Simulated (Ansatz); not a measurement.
## Ag: response to strain

The reference is Ag in the fcc (Cu type) structure (space group Fm-3m, No. 225; a = 4.054 Å). Axes: x, y, z lie along the cube axes.

Strains are applied to the cell and any free atomic positions relax; under biaxial strain the out-of-plane vector relaxes too; under stress the whole cell relaxes.

All numbers come from PBEsol, PAW, 420 eV (Ansatz, a program for electronic structure; spin-orbit coupling left out).

Notes on the quantities. pressure: mean of the normal stresses, compression positive.

```tsv
variant	space group	volume per atom	pressure
base	Fm-3m (No. 225)	16.66 Å³	0.0 GPa
biaxial strain −1.68 %, plane normal [001], relaxed out of plane	I4/mmm (No. 139)	16.49 Å³	1.3 GPa
biaxial strain +0.47 %, plane normal [001], relaxed out of plane	I4/mmm (No. 139)	16.71 Å³	-0.3 GPa
biaxial strain +4.68 %, plane normal [001], relaxed out of plane	I4/mmm (No. 139)	16.95 Å³	-1.6 GPa
isotropic strain −3.66 %	Fm-3m (No. 225)	14.90 Å³	18.3 GPa
uniaxial stress, 8 GPa compression along z	I4/mmm (No. 139)	16.65 Å³	–
```

Without a gap, meshes like the base's 20×20×20 leave anisotropic stresses uncertain by several tenths of a GPa, and small strain energies with them. Beyond what the load breaks, stability against distortions was not tested. Under uniaxial stress, 8 GPa compression along z the cell changed shape so far that it is another structure.
